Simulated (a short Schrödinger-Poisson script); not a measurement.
From a short Schrödinger-Poisson script (our own, NumPy): 1D Poisson equation in equilibrium, electrons quantum, Hartree (BenDaniel-Duke, 12 states a valley, the channel's in-plane mass for all, wave functions ending at the dielectric), parabolic valleys, classical holes, full ionisation, no traps, pinning or gate leakage.

Structure: symmetric double-gate stack, HfO2 on p-type Ge(111), at 400 K.

From the gate side: 2.9 nm HfO2; 8 nm Ge, acceptors 1e15 cm⁻³; 2.9 nm HfO2.

Constants are typed, rounded textbook-type inputs, not results; the design itself was drawn at random and stands for no fabricated device. HfO2: permittivity 22, conduction-band edge (eV) 1.5, gap (eV) 5.7, electron mass (mₑ) 0.2. Ge: permittivity 16, conduction-band edge (eV) 0, gap (eV) 0.664, Nv at 300 K (cm⁻³) 6e18.

Channel valleys (confinement mass, in-plane density-of-states mass, number): L1 1.59, 0.08, 1; L3 0.09, 0.34, 3. At the gates, both at one voltage, the conduction-band edge of layer 1 lies 1.51 eV − eVg above the Fermi level of the channel. Gaps are held at their typed values at every temperature. Mesh 0.03 nm at interfaces.

Problem. Give the sheet density of all electrons at Vg = 0.1 V (cm⁻²); the capacitance of both gates at Vg = 0.7 V (μF/cm²); the lowest subband against the Fermi level at Vg = 0.7 V (meV).

Solution. sheet density of all electrons at Vg = 0.1 V (cm⁻²): 4.01e12; capacitance of both gates at Vg = 0.7 V (μF/cm²): 7.42; lowest subband against the Fermi level at Vg = 0.7 V (meV): -158. Only the L valleys are kept; under strong confinement the Δ valleys of Ge fill too.
